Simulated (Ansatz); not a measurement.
Start from InP in the zinc blende structure (space group F-43m, No. 216).

```
CELL_PARAMETERS angstrom
      0.00000     2.91346     2.91346
      2.91346     0.00000     2.91346
      2.91346     2.91346     0.00000
ATOMIC_POSITIONS crystal
  In 0.00000 0.00000 0.00000
  P  0.25000 0.25000 0.25000
```

Cartesian axes are those of the cell as printed.

Calculations: plane-wave PAW DFT at the LDA level (Ansatz, an electronic-structure program, 420 eV), no spin-orbit coupling.

Strains are applied to the cell and any free atomic positions relax.

One change was made to it. Results:

The energy grows by 4.1 meV/atom; the valence-band top at Γ (three highest levels, from the VBM) changes from 0.00, 0.00, 0.00 eV to 0.00, -0.13, -0.23 eV; the valley order (the lowest conduction-band minima on the path, energy above the VBM, named in the base's zone) goes from Γ 0.58 eV; L along ⟨111⟩ 1.35 eV; X along ⟨100⟩ 1.57 eV to Γ 0.44 eV; L along [1-1-1] 1.08 eV; X along [001] 1.34 eV; L along [111] 1.38 eV.

Q: Which change produced these results?
A) tensor shear ε_xy = +0.57 %
B) tensor shear ε_xy = +1.71 %
C) tensor shear ε_xy = +2.00 %
D) tensor shear ε_xy = +0.86 %

A: B, tensor shear ε_xy = +1.71 %. For comparison, the valley order in the other runs: tensor shear ε_xy = +0.57 % gives Γ 0.54 eV; L along [1-11] 1.26 eV; L along [11-1] 1.36 eV; X along [001] 1.52 eV; tensor shear ε_xy = +2.00 % gives Γ 0.41 eV; L along [1-1-1] 1.03 eV; X along [001] 1.28 eV; L along [111] 1.38 eV; tensor shear ε_xy = +0.86 % gives Γ 0.51 eV; L along [1-11] 1.22 eV; L along [11-1] 1.37 eV; X along [001] 1.48 eV.

The levels and masses belong to the bands next to the band gap. No phonon test of stability was made.
